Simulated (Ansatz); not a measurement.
Start from MgS in the rock salt structure (space group Fm-3m, No. 225; a = 5.2031 Å). Axes: x, y, z lie along the cube axes.

All numbers come from r2SCAN in Ansatz (plane waves to 500 eV, PAW, without spin-orbit coupling).

It is then changed as follows: uniaxial strain ε_zz = +1.04 %, all other strain components held at zero, atoms relaxed at fixed cell.

### Question
Predict the stress tensor and what it implies for the stiffness.

### Answer
Stress of the strained cell less that of the base (GPa, compression positive):
```
  -0.45    0.00    0.00
   0.00   -0.45    0.00
   0.00    0.00   -1.48
```

Then −Δσ_ii/ε with ε = 0.0104 gives relaxed-ion elastic constants: C33 ≈ 142 GPa, C13 ≈ 43 GPa and C23 ≈ 43 GPa.

Whether these cells are dynamically stable was not tested.

Ansatz is an electronic-structure program.
